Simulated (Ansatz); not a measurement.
# Pressure series in BP

Base system: BP in the zinc blende structure (space group F-43m, No. 216; a = 4.548 Å).

Cell and atoms are relaxed at each pressure.

Level of theory: DFT with PBE, PAW potentials and a 420 eV plane-wave cutoff in Ansatz (a program for electronic structure), without spin-orbit coupling, earlier PAW set.

```tsv
case	width of the top valence band	volume per atom	band gap
base	5.43 eV	11.76 Å³	1.25 eV
pressure −2 GPa	5.35 eV	11.91 Å³	1.27 eV
pressure −1 GPa	5.39 eV	11.83 Å³	1.26 eV
pressure 1.8 GPa	5.49 eV	11.63 Å³	1.23 eV
pressure 4.2 GPa	5.57 eV	11.47 Å³	1.21 eV
pressure 9 GPa	5.72 eV	11.18 Å³	1.17 eV
pressure 18 GPa	(withheld)	(withheld)	(withheld)
pressure 30 GPa	6.28 eV	10.21 Å³	1.03 eV
pressure 45 GPa	6.61 eV	9.69 Å³	0.93 eV
pressure 60 GPa	6.89 eV	9.27 Å³	0.83 eV
```

Problem. Some entries are withheld; estimate them.

Solution. 
- pressure 18 GPa, width of the top valence band: 5.98 eV
- pressure 18 GPa, volume per atom: 10.71 Å³
- pressure 18 GPa, band gap: 1.11 eV

Load acts through the strain it causes; cell and atoms are relaxed under it. Whether these cells are dynamically stable was not tested. Competing high-pressure phases were not computed.
